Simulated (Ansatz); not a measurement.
## ZnS: biaxial strain −1.25 %, plane normal [111], relaxed out of plane

Take ZnS in the zinc blende structure (space group F-43m, No. 216; a = 5.357 Å) as the base. Axes: x, y, z lie along the cube axes.

Modification: compressive biaxial strain of 1.25 % in the plane normal to [111], as in epitaxy on a mismatched substrate; the out-of-plane cell vector and the atoms relax.

The values are results of Ansatz (a quantum-chemistry and plane-wave program) PBEsol, without spin-orbit coupling, not measurements. Settings: 11×11×11 k-points, 0.05 eV Fermi–Dirac smearing.

Space group: R3m (No. 160) (base F-43m (No. 216))
Shortest interatomic distance: 2.304 Å (base 2.319 Å)
Energy relative to the base (free energy F): +3.0 meV/atom
Pressure (mean of the normal stresses, compression positive): 1.37 GPa (base -0.01 GPa)
Band gap: 2.11 eV (base 2.09 eV)
Gap character: direct at Γ (base direct at Γ)
Electron mass: 0.16 mₑ out of plane, 0.18 mₑ in plane (at Γ) (base 0.17 mₑ (at Γ))
Valence-band top at Γ (three highest levels, from the VBM): 0.00, 0.00, -0.12 eV (base 0.00, 0.00, 0.00 eV)
Valley order (the lowest conduction-band minima on the path, energy above the VBM, named in the base's zone): Γ 2.11 eV; X along [100] 3.07 eV; L along [1-11] 3.17 eV; L along [111] 3.39 eV (base Γ 2.09 eV; X along ⟨100⟩ 3.17 eV; L along ⟨111⟩ 3.24 eV)
Out-of-plane strain: +0.82 %
Ratio −ε⊥/ε∥: 0.66

Masses are band curvatures over ±0.01 Å⁻¹ around the edge. Whether these cells are dynamically stable was not tested. Labels are those of the standard path for the cell's own space group.
